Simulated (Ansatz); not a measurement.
Effect of tensor shear ε_xy = +1.43 % on ZnSe

Start from ZnSe in the zinc blende structure (space group F-43m, No. 216; a = 5.5675 Å). Axes: x, y, z lie along the cube axes.

Modification: a pure shear with ε_xy = ε_yx = 0.0143; the atoms relax in the strained cell.

Computed with LDA (Ansatz, a quantum-chemistry and plane-wave program, PAW, no spin-orbit coupling). Settings: 10×10×10 k-points, 0.05 eV Fermi–Dirac smearing.

The volume per atom is still 21.57 Å³ and the space group becomes Imm2 (No. 44) (base: F-43m (No. 216)). The shortest interatomic distance shrinks by 0.0114 bohr to 4.544 bohr and the energy grows by 2.4 meV/atom. The band gap shrinks by 0.10 eV, from 1.25 eV to 1.15 eV and the gap character remains direct at Γ. The valence-band top at Γ (three highest levels, from the VBM) goes from 0.00, 0.00, 0.00 eV to 0.00, -0.10, -0.18 eV and the valley order (the lowest conduction-band minima on the path, energy above the VBM, named in the base's zone) changes from Γ 1.25 eV; L along ⟨111⟩ 2.45 eV; X along ⟨100⟩ 2.69 eV to Γ 1.15 eV; L along [1-1-1] 2.24 eV; L along [111] 2.47 eV; X along [001] 2.52 eV. The largest internal atomic displacement is 0.014 Å and the stress (xx, yy, zz, yz, xz, xy; compression positive) is (0.01, 0.01, -0.01, 0.00, 0.00, -1.23) GPa.

No phonon test of stability was made. k-point labels follow each cell's own Brillouin zone.
